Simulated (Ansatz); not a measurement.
The starting structures come from a database of crystals and need not be the phases stable at ambient conditions.

 Where the default PAW files enter, the runs use the earlier of Ansatz's two default sets.

Given:

```
AlGaN2
1.0
    3.14528     0.00000     0.00000
   -1.57264     2.72389     0.00000
    0.00000     0.00000     5.09689
Al Ga N
1 1 2
Direct
  0.00000   0.00000   0.99926
  0.66667   0.33333   0.49717
  0.66667   0.33333   0.11180
  0.00000   0.00000   0.62816
```

Space group of this cell: P3m1. The cell is taken as given.

Computed with r2SCAN (plane waves, PAW; Ansatz, a quantum-chemistry and plane-wave program).

The current runs along the normal of the first two printed vectors; no spin-orbit coupling. Scaled by the factor s: the length along the current (ions clamped). Meshes 12×12×6 and 12×12 across the current in all rows.

```tsv
s	mean pressure (GPa)	band gap (eV)
0.97	6.3	?
1.00	-0.4	3.37
1.03	-5.7	3.04
```

**Question.** Take the slope of the band gap against ln s from the two given rows, extrapolate to s = 0.97, and say what the run there gives.

**Answer.** Slope = (3.04 − 3.37) / ln 1.03 = -11.2 eV. The line gives 3.37 + (-11.2) × ln 0.97 = 3.71 eV. The run gives 3.68 eV, 0.03 eV under the line, 9 % of the predicted step.
